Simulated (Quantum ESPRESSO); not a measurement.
Worked example: self-consistent single point of Ti₂CoSe₄ (C2/m, 7 atoms in the cell) in Quantum ESPRESSO.

Method of the run: PBEsol, GBRV 1.5 ultrasoft (PBESOL) pseudopotentials (plane waves; Quantum ESPRESSO).

```xyz
7
Lattice="6.6027 -1.7942 0.0000 6.6027 1.7942 0.0000 -2.8262 0.0000 5.4550" Properties=species:S:1:pos:R:3 pbc="T T T"
Ti     7.7972     0.0000     4.0109
Ti     2.5819     0.0000     1.4441
Co     0.0000     0.0000     0.0000
Se    10.1450     0.0000     3.0030
Se     0.2341     0.0000     2.4520
Se     5.4810     0.0000     5.2077
Se     4.8981     0.0000     0.2472
```
Moments meant for the start (each program seeds them in its own way; μB, in the order of the atoms Ti Ti Co Se Se Se Se): 0.0 0.0 3.0 0.0 0.0 0.0 0.0.

Reference input (self-consistent single point, DFT, PBEsol, plane waves, GBRV 1.5 ultrasoft (PBESOL) pseudopotentials): ecutwfc = 50 Ry; ecutrho = 400 Ry; occupations = smearing; smearing = gauss; degauss = 0.0036749 Ry; nspin = 2; K_POINTS = automatic 6 6 4 0 0 0; conv_thr = 1e-10 Ry; mixing_beta = 0.3. This run's input differs from it in these lines:

```diff
@@ -12,4 +12,4 @@
     ntyp = 3,
-    ecutwfc = 50,
-    ecutrho = 400,
+    ecutwfc = 25,
+    ecutrho = 200,
     occupations = 'smearing',
```

Output, abridged:

```
     Self-consistent Calculation

     iteration #  1     ecut=    25.00 Ry     beta= 0.30

     negative rho (up, down):  3.530E-04 3.575E-04

     total energy              =    -687.64017885 Ry
     estimated scf accuracy    <      54.78633754 Ry

     total magnetization       =     0.08 Bohr mag/cell
     absolute magnetization    =     0.21 Bohr mag/cell

     iteration #  2     ecut=    25.00 Ry     beta= 0.30

     negative rho (up, down):  4.717E-04 4.755E-04

     total energy              =    -709.94348596 Ry
     estimated scf accuracy    <      70.35685985 Ry

     total magnetization       =     0.24 Bohr mag/cell
   [... lines left out ...]
     absolute magnetization    =     1.53 Bohr mag/cell

     iteration # 27     ecut=    25.00 Ry     beta= 0.30

     negative rho (up, down):  5.995E-04 4.746E-04

     Magnetic moment per site  (integrated on atomic sphere of radius R)
     atom   1 (R=0.154)  charge=  9.8836  magn= -0.0620
     atom   2 (R=0.154)  charge=  9.8836  magn= -0.0620
     atom   3 (R=0.148)  charge= 15.5286  magn=  1.0932
     atom   4 (R=0.148)  charge=  3.6580  magn=  0.0177
     atom   5 (R=0.148)  charge=  3.6580  magn=  0.0177
     atom   6 (R=0.148)  charge=  3.6578  magn=  0.0291
     atom   7 (R=0.148)  charge=  3.6578  magn=  0.0291
     End of self-consistent calculation

     the Fermi energy is    10.3692 ev

!    total energy              =    -709.93933168 Ry
     estimated scf accuracy    <          8.6E-11 Ry
     smearing contrib. (-TS)   =      -0.00030769 Ry
     internal energy E=F+TS    =    -709.93902398 Ry

     total magnetization       =     1.06 Bohr mag/cell
     absolute magnetization    =     1.53 Bohr mag/cell

     convergence has been achieved in  27 iterations

     negative rho (up, down):  5.995E-04 4.746E-04

     Forces acting on atoms (cartesian axes, Ry/au):

     atom    1 type  1   force =     0.00176133   -0.00000000    0.00148786
     atom    2 type  1   force =    -0.00176133    0.00000000   -0.00148786
     atom    3 type  2   force =     0.00000000    0.00000000    0.00000000
   [... lines left out ...]
     Total force =     0.009257     Total SCF correction =     0.000015
   [... lines left out ...]

     negative rho (up, down):  5.995E-04 4.746E-04
          total   stress  (Ry/bohr**3)                   (kbar)     P=     -396.13
  -0.00266693   0.00000000   0.00001958         -392.32        0.00        2.88
   0.00000000  -0.00272280   0.00000000            0.00     -400.54        0.00
   0.00001958   0.00000000  -0.00268886            2.88        0.00     -395.54

   JOB DONE.
```

The run converged in 27 iterations. Against the reference run the free energy rises by 639 meV/atom, the pressure goes from -5.18 to -39.61 GPa, the largest force moves little (0.131 to 0.132 eV/Å) and the size of the net moment moves little (0.16 to 0.15 μB/atom).

The starting cell comes from a database of computed structures (which also holds hypothetical and non-ambient phases and stackings), without a prior relaxation at this level. With one magnetic atom in the cell only a parallel order is possible. At the lowered cutoff the pressure carries the error of an incomplete plane-wave basis.

Cost on one core of a shared machine: roughly 9 min.
